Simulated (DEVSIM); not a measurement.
System: abrupt Si p-n junction, at 300 K.

```csv
layer (left to right),material,thickness (μm),Nd (cm⁻³),Na (cm⁻³),τn (s),τp (s)
1,Si,2.10,-,3e17,0.00017,0.00017
2,Si,260,2.3e16,-,0.00017,0.00017
```

Left contact: ohmic. Right contact: ohmic. Voltage is applied to the left contact. Recombination: SRH at mid-gap, radiative, Auger. Mobility is μmin + (μ − μmin)/(1 + (N/Nref)^α).

This is a model device: material constants are rounded textbook-type values typed into the input, and sizes, dopings and lifetimes were drawn at random. Values at 300 K.

```csv
parameter,Si
gap (eV),1.124
affinity (eV),4.05
permittivity,11.7
Nc (cm⁻³),2.86e19
Nv (cm⁻³),3.1e19
μn (cm²/Vs),1417
μp (cm²/Vs),470
"μn,min",52
"μp,min",45
"Nref,n",9.7e16
"Nref,p",2.2e17
αn,0.68
αp,0.72
B (cm³/s),4.7e-15
Cn (cm⁶/s),2.8e-31
Cp (cm⁶/s),9.9e-32
```

Simulated with DEVSIM: 1D drift-diffusion, Boltzmann statistics, complete ionisation; no tunnelling, impact ionisation, image-force lowering or self-heating.

The doping Na of layer 1 was swept, all else fixed.

```json
[
 {"doping Na of layer 1 (cm^-3)": "9e15", "potential step across the device at zero bias (V)": "0.729", "dark forward voltage at 1 A/cm² (V)": "0.574", "dark forward voltage at 100 A/cm² (V)": "1.303", "largest field in the device at zero bias (V/cm)": "37000"},
 {"doping Na of layer 1 (cm^-3)": "3e16", "potential step across the device at zero bias (V)": "0.760", "dark forward voltage at 1 A/cm² (V)": "___", "dark forward voltage at 100 A/cm² (V)": "___", "largest field in the device at zero bias (V/cm)": "___"},
 {"doping Na of layer 1 (cm^-3)": "9e16", "potential step across the device at zero bias (V)": "0.789", "dark forward voltage at 1 A/cm² (V)": "0.644", "dark forward voltage at 100 A/cm² (V)": "1.139", "largest field in the device at zero bias (V/cm)": "65000"},
 {"doping Na of layer 1 (cm^-3)": "3e17", "potential step across the device at zero bias (V)": "0.820", "dark forward voltage at 1 A/cm² (V)": "0.685", "dark forward voltage at 100 A/cm² (V)": "1.043", "largest field in the device at zero bias (V/cm)": "72000"},
 {"doping Na of layer 1 (cm^-3)": "9e17", "potential step across the device at zero bias (V)": "0.848", "dark forward voltage at 1 A/cm² (V)": "0.717", "dark forward voltage at 100 A/cm² (V)": "0.991", "largest field in the device at zero bias (V/cm)": "82000"},
 {"doping Na of layer 1 (cm^-3)": "3e18", "potential step across the device at zero bias (V)": "0.879", "dark forward voltage at 1 A/cm² (V)": "0.738", "dark forward voltage at 100 A/cm² (V)": "0.962", "largest field in the device at zero bias (V/cm)": "110000"},
 {"doping Na of layer 1 (cm^-3)": "9e18", "potential step across the device at zero bias (V)": "0.908", "dark forward voltage at 1 A/cm² (V)": "0.745", "dark forward voltage at 100 A/cm² (V)": "0.952", "largest field in the device at zero bias (V/cm)": "170000"}
]
```

**Question.** What belongs in the gaps?

**Answer.** 
- 3e16, dark forward voltage at 1 A/cm² (V): 0.610
- 3e16, dark forward voltage at 100 A/cm² (V): 1.242
- 3e16, largest field in the device at zero bias (V/cm): 53000
